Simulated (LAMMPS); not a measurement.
LAMMPS 22 Jul 2025, classical MD, SNAP (Mo_Zuo_JPCA2020.snapcoeff): Mo, 1024 atoms.

```json
{
  "task": "MD, nve",
  "potential": "SNAP, Mo_Zuo_JPCA2020.snapcoeff Mo_Zuo_JPCA2020.snapparam",
  "copies_of_the_repeat_unit": "8×8×8",
  "shape (slab and sphere leave vacuum in the box)": "bulk",
  "neighbor_skin": "2 Å",
  "neigh_modify": "every 1 delay 0 check yes",
  "newton": "on (default)",
  "atom_modify sort (bins of 2 Å where set)": "1000 (default)",
  "comm_style": "brick (default)",
  "box": "25.2 × 25.2 × 25.2 Å",
  "start": "generated bcc lattice, warmed in an untimed run"
}
```

All runs start from one configuration, warmed at this fixed volume for 300 steps under a thermostat at 900 K. The run at the shortest step has a mean temperature of 935 K and a mean pressure of 8.9 GPa.

Each run covers about 0.40 ps at constant energy (mean temperature 935 K at the shortest step); σ is the standard deviation over the printed steps. Single runs; times are not shown.

Steps tried: 0.5 fs, 1 fs, 2 fs, 2.5 fs, 4 fs, 5 fs, 8 fs, 10 fs, 16 fs, 20 fs, 32 fs.

What is the longest step at which the total energy fluctuates by under 2 % of the kinetic energy's fluctuation?

5 fs.

```csv
time step,σ(E total)/σ(E kinetic),last minus first total energy (meV/atom),mean temperature (K)
0.5 fs,0.00011,under 0.001,935
1 fs,0.00044,under 0.001,935
2 fs,0.0017,−0.0018,934
2.5 fs,0.0027,−0.0031,934
4 fs,0.0069,−0.0033,932
5 fs,0.011,−0.0063,931
8 fs,0.027,+0.018,925
10 fs,0.042,+0.057,919
16 fs,0.11,+0.71,894
20 fs,0.19,+2.1,871
32 fs,1.8,+63,834
```

The bar is a choice.
